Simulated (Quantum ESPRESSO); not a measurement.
**Parameter sweep on Zr₂CuSb₃ (P-4m2, 6 atoms in the cell)**

```
CELL_PARAMETERS angstrom
      3.93441     0.00000     0.00000
      0.00000     3.93441     0.00000
      0.00000     0.00000     8.66758
ATOMIC_POSITIONS crystal
  Zr 0.00000 0.50000 0.73761
  Zr 0.50000 0.00000 0.26239
  Cu 0.00000 0.00000 0.00000
  Sb 0.50000 0.50000 0.00000
  Sb 0.00000 0.50000 0.37863
  Sb 0.50000 0.00000 0.62137
```

Base run A: Quantum ESPRESSO with LDA (PZ), PSlibrary ultrasoft (LDA) pseudopotentials, self-consistent single point.

Its settings: ecutwfc = 55 Ry; ecutrho = 330 Ry; occupations = smearing; smearing = fermi-dirac; degauss = 0.0036749 Ry; K_POINTS = automatic 5 5 2 0 0 0; conv_thr = 1e-10 Ry; mixing_beta = 0.5.

The starting cell comes from a database of computed structures (which also holds hypothetical and non-ambient phases and stackings), without a prior relaxation at this level. Spin polarisation is off. In the base run, with a pressure of about -6 GPa the cell is away from its equilibrium volume at this level. Without a gap this mesh is coarse (it stands for a supercell whose shortest vector is 17 Å).

ΔF is the free energy per atom less that of run A. 

```
run                    degauss, K_POINTS  ΔF (meV/atom)  pressure (GPa)  largest force (eV/Å)  TS (meV/atom)  k-points
---  -----------------------------------  -------------  --------------  --------------------  -------------  --------
A    0.0036749 Ry, automatic 5 5 2 0 0 0           0.00           -6.36                 0.112            7.9        12
B     0.002205 Ry, automatic 4 4 2 0 0 0          -0.93           -6.43                 0.260            1.5        12
C    0.0073499 Ry, automatic 4 4 2 0 0 0           -9.4           -6.39                 0.154           19.0        12
D      0.02205 Ry, automatic 4 4 2 0 0 0          -86.0           -5.98                 0.113          174.4        12
E     0.002205 Ry, automatic 5 5 2 0 0 0            2.9           -6.36                 0.139            3.8        12
F    0.0073499 Ry, automatic 5 5 2 0 0 0           -9.6           -6.36                 0.063           22.5        12
G      0.02205 Ry, automatic 5 5 2 0 0 0          -87.9           -5.98                 0.102          174.4        12
H     0.002205 Ry, automatic 6 6 3 0 0 0           -2.7           -6.49                 0.100            2.0        20
I    0.0073499 Ry, automatic 6 6 3 0 0 0          -12.4           -6.45                 0.077           20.3        20
J      0.02205 Ry, automatic 6 6 3 0 0 0          -89.0           -6.04                 0.130          173.6        20
K     0.002205 Ry, automatic 7 7 3 0 0 0           -6.7           -6.46                 0.153            1.1        20
L    0.0073499 Ry, automatic 7 7 3 0 0 0          -14.0           -6.47                 0.097           17.6        20
```

Run G against A: The free energy goes down by 87.9 meV/atom, the pressure goes from -6.36 to -5.98 GPa and the largest force goes from 0.112 to 0.102 eV/Å.

Run B against A: The free energy is nearly the same (within 1 meV/atom), the pressure stays near -6.43 GPa while the zz stress (positive for compression) goes from -5.42 to -6.80 GPa and the largest force goes from 0.112 to 0.260 eV/Å.

Run L against A: The free energy goes down by 14.0 meV/atom, the pressure goes from -6.36 to -6.47 GPa and the largest force goes from 0.112 to 0.097 eV/Å.
